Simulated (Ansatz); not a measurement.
Base system: CuCl in the zinc blende structure (space group F-43m, No. 216; a = 5.290 Å).

Perturbation: 0.185 electrons added to each cell, a density of 5.0×10^21 cm⁻³, with a uniform compensating background at fixed cell and a 300 K Fermi–Dirac width.

All numbers come from PBEsol (Ansatz, a program for electronic structure), no SOC.

Base, band edges from the VBM (valence, conduction): X -1.31, 3.25; W -0.94, 4.96; L -0.67, 2.90; Γ 0.00, 0.55; K -1.05, 4.09; U -1.05, 4.09 eV.

Q: Give the band edges at the high-symmetry points of the new zone, measured from its valence-band maximum.

A: 
```csv
point,valence edge (eV),conduction edge (eV)
Γ,0.00,0.46
X,-1.33,3.14
U,-1.06,4.00
K,-1.06,4.00
L,-0.67,2.83
W,-0.96,4.86
```

The gap is 0.46 eV, direct at Γ.

Charged cell with a jellium background: band edges are those of the host's band count, energies are not comparable with the neutral cell, and many-body gap narrowing is missing. Stability against distortions was not tested. No Hubbard U is applied. All final runs are without spin polarisation.
